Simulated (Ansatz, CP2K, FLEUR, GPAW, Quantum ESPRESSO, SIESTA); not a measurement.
CdAu (P1, 2 atoms in the cell) computed with different codes at matched settings

Self-consistent single point, at a second geometry (atoms moved at random). First geometry:

```xyz
2
Lattice="3.3381 0.0000 0.0000 0.0000 3.3381 0.0000 0.0000 0.0000 3.3381" Properties=species:S:1:pos:R:3 pbc="T T T"
Cd     0.0000     0.0000     0.0000
Au     1.6691     1.6691     1.6691
```

Second geometry:
```yaml
crystal:
  lattice:
    - [3.33811, 0.00000, 0.00000]
    - [0.00000, 3.33811, 0.00000]
    - [0.00000, 0.00000, 3.33811]
  atoms:
    - { symbol: Cd, position: [0.00310, 0.98804, 0.99128] }
    - { symbol: Au, position: [0.49690, 0.51196, 0.50872] }
```

Shared settings, as Ansatz (a program for electronic structure) writes them: kpoints.mp_grid.grid = 7 7 7; scf.occupations.method = gaussian; scf.occupations.width = 0.272 eV. Potentials and cutoffs stand in the table.

```csv
code,model,ΔF from the first geometry (meV/atom),pressure (GPa),largest force (eV/Å),cutoff
CP2K,"PBEsol, GPW, DZVP-MOLOPT-SR-GTH basis, GTH-PBE potentials (GTH_POTENTIALS)",11.2,1.96,0.452,grid 500 Ry
SIESTA,"GGA PBEsol, numerical atomic orbitals DZP, PseudoDojo PBEsol standard norm-conserving potentials (rewritten from UPF to PSML)",11.4,-3.76,0.457,grid 300 Ry
GPAW,"PBEsol, GPAW PAW datasets PBEsol (made by gpaw-setup)",9.3,-1.81,0.373,600 eV
Ansatz,"PBEsol, PAW files made with PBE",9.1,-1.97,0.365,default
Quantum ESPRESSO,"PBEsol, GBRV 1.5 ultrasoft (PBESOL) pseudopotentials",9.3,-2.01,0.374,40 Ry
FLEUR,"PBEsol, all-electron FLAPW (FLEUR), scalar-relativistic valence",–,–,0.382,Kmax 4 1/bohr
```

Size of the force on each atom (eV/Å): Sizes of forces hide their directions.

| code | Cd1 | Au2 |
|---|---|---|
| CP2K | 0.452 | 0.441 |
| SIESTA | 0.451 | 0.457 |
| GPAW | 0.372 | 0.373 |
| Ansatz | 0.365 | 0.365 |
| Quantum ESPRESSO | 0.374 | 0.374 |
| FLEUR | 0.367 | 0.382 |

A dash marks a value that a program does not give, or that is left out as unsure.

On Ansatz's run: spin-orbit coupling is off.

The spread over the programs that give each value: ΔF from the first geometry within 2.3 meV/atom; pressure within 5.72 GPa; largest force within 0.092 eV/Å.

CP2K and SIESTA use small atom-centred bases, whose incompleteness enters pressures, forces and empty levels differently from a plane-wave cutoff. FLEUR treats all electrons, but the usual bases taken here (sphere radii, linearisation, local orbitals, empty states) were not tested for convergence, so the values are no reference for the others. Ansatz's pressure is given at a fixed set of plane waves, as the other plane-wave codes print theirs; with its correction for the finite basis it is -1.93 GPa. In the pressure, CP2K (by 3.93) and SIESTA (by 1.78) lie more than 1 GPa from the median of the plane-wave programs. In the force vectors, SIESTA (by 0.084) lies more than 0.08 eV/Å from the median of the plane-wave programs.

The starting cell comes from a database of computed structures (which also holds hypothetical and non-ambient phases and stackings), without a prior relaxation at this level. Its lattice was rescaled by a random factor within 2.5 % of one. For this run, on top of that: atoms moved at random.

Left out of this page: Elk (not drawn, or without a comparable value).

Keys are those of Ansatz 0.2.
